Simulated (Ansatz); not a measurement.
For GePd (model structure, started from the TiAs type, P6₃/mmc, No. 194, 8 atoms in the cell), PBE in Ansatz (PAW) gives:

- equilibrium lattice constant a = 3.058 Å
- lattice parameter c = 15.978 Å
- formation enthalpy = -0.278 eV/atom

**Question.** What does PBE-D3(BJ) (plane waves, PAW; Ansatz, a program for electronic structure) give for the same quantities?

**Answer.** 
- lattice constant a: 2.986 Å (shrinks by 2.4 %)
- lattice parameter c: 16.005 Å (increases by 0.2 %)
- formation enthalpy: -0.323 eV/atom (moves by -0.045 eV/atom)

Changes are worked out from the printed values.

Unless a cell is named, each level is at its own relaxed cell (PBE 16.18, PBE-D3(BJ) 15.45 Å³/atom).

Ansatz's density-functional and Hartree–Fock values are scalar-relativistic unless marked +SOC, with PAW data made under PBE.

A model structure was made by putting elements into a prototype or built by hand; it is no filed structure, need not be a known phase, and can be a saddle point held by its symmetry.
